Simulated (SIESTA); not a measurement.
Input and output of a self-consistent single point for PbF2 (Fm-3m, 3 atoms in the cell) (SIESTA).

Method of the run: GGA PBE with spin-orbit coupling, numerical atomic orbitals TZP, PseudoDojo PBE fully relativistic norm-conserving potentials (rewritten from UPF to PSML) run with SIESTA.

```
PbF2
1.0
    0.00000     2.97000     2.97000
    2.97000     0.00000     2.97000
    2.97000     2.97000     0.00000
Pb F
1 2
Cartesian
  0.00000   0.00000   0.00000
  1.48500   1.48500   1.48500
  4.45500   4.45500   4.45500
```

Reference input (self-consistent single point, DFT, GGA PBE, numerical atomic orbitals TZP, PseudoDojo PBE standard norm-conserving potentials (rewritten from UPF to PSML)): XC.functional = GGA; XC.authors = PBE; potentials = PseudoDojo PBE standard; PAO.BasisSize = TZP; PAO.EnergyShift = 0.01 Ry; MeshCutoff = 350 Ry; kgrid.MonkhorstPack = 7 7 7; OccupationFunction = FD; ElectronicTemperature = 0.02 eV; MaxSCFIterations = 150; SCF.Mixer.Method = Pulay; SCF.Mixer.Weight = 0.1. This run's input differs from it in these lines:

```diff
@@ -1,2 +1,2 @@
-# files in the folder: Pb.psml F.psml (PseudoDojo PBE standard)
+# files in the folder: Pb.psml F.psml (PseudoDojo PBE fully relativistic)
 SystemName  PbF2
@@ -35,2 +35,8 @@
 ElectronicTemperature        0.02 eV
+Spin                         spin-orbit
+%block DM.InitSpin
+  1 0.00 0.00 0.00
+  2 0.00 0.00 0.00
+  3 0.00 0.00 0.00
+%endblock DM.InitSpin
```

Output (repeated stretches shortened):

```
        iscf     Eharris(eV)        E_KS(eV)     FreeEng(eV)     dDmax    Ef(eV) dHmax(eV)
   scf:    1    -3257.974524    -3252.249749    -3252.249749  0.391533 -4.187983  5.297620
     spin moment: {S} , |S| = {    0.00000   -0.00000    0.00000 }     0.00000
   scf:    2    -3253.323184    -3252.821340    -3252.821340  0.012733 -3.805526  3.804815
     spin moment: {S} , |S| = {   -0.00000   -0.00000   -0.00000 }     0.00000
   scf:    3    -3253.664755    -3253.508864    -3253.508864  0.031534 -5.511432  1.162125
     spin moment: {S} , |S| = {   -0.00000   -0.00000    0.00000 }     0.00000
   [... lines left out ...]
     spin moment: {S} , |S| = {   -0.00000   -0.00000    0.00000 }     0.00000
   scf:    9    -3253.545320    -3253.544366    -3253.544366  0.000407 -5.538088  0.000463
     spin moment: {S} , |S| = {    0.00000   -0.00000    0.00000 }     0.00000
   scf:   10    -3253.544382    -3253.544366    -3253.544366  0.000006 -5.538250  0.001179
     spin moment: {S} , |S| = {   -0.00000   -0.00000    0.00000 }     0.00000
   scf:   11    -3253.544344    -3253.544366    -3253.544366  0.000008 -5.538002  0.000112
     spin moment: {S} , |S| = {    0.00000    0.00000   -0.00000 }     0.00000
SCF Convergence by DM+H criterion
max |DM_out - DM_in|         :     0.0000079910
max |H_out - H_in|      (eV) :     0.0001123559
SCF cycle converged after 11 iterations

Using DM_out to compute the final energy and forces

siesta: E_KS(eV) =            -3253.5444

siesta: E_KS - E_eggbox =     -3253.5444

siesta: Atomic forces (eV/Ang):
     1   -0.000000   -0.000000   -0.000000
     2    0.000009    0.000009    0.000009
     3   -0.000009   -0.000009   -0.000009
   Tot   -0.000000   -0.000000   -0.000000
   Max    0.000009
   Res    0.000008    sqrt( Sum f_i^2 / 3N )
   Max    0.000009    constrained

Stress tensor Voigt[x,y,z,yz,xz,xy] (kbar):        3.46        3.46        3.46       -0.09       -0.09       -0.09
(Free)E + p*V (eV/cell)    -3253.6574
Target enthalpy (eV/cell)    -3253.5444

   [... lines left out ...]
siesta: FreeEng =     -3253.544366
siesta: Cell volume =         52.396146 Ang**3
siesta:          -3.45740052         -3.45655996  kBar
   [... lines left out ...]

Mulliken Atomic Populations:
Atom #   charge [q] valence [e]           S      Sx [e]      Sy [e]      Sz [e]  Species
     1     0.346599   13.653401    0.000000    0.000000   -0.000000    0.000000  Pb
     2    -0.173300    7.173300    0.000000    0.000000    0.000000   -0.000000  F
     3    -0.173300    7.173300    0.000000    0.000000    0.000000   -0.000000  F
 Total    -0.000000                0.000000    0.000000    0.000000    0.000000
```

The run converged in 11 iterations. Against the reference run the pressure moves little (-0.43 to -0.35 GPa) and the gap on the mesh goes from 4.393 to 4.105 eV.

The starting cell has typed, rounded lattice constants, without a prior relaxation at this level. Values carry the incompleteness of an atom-centred basis.

Cost on one core of a shared machine: roughly 2 min.
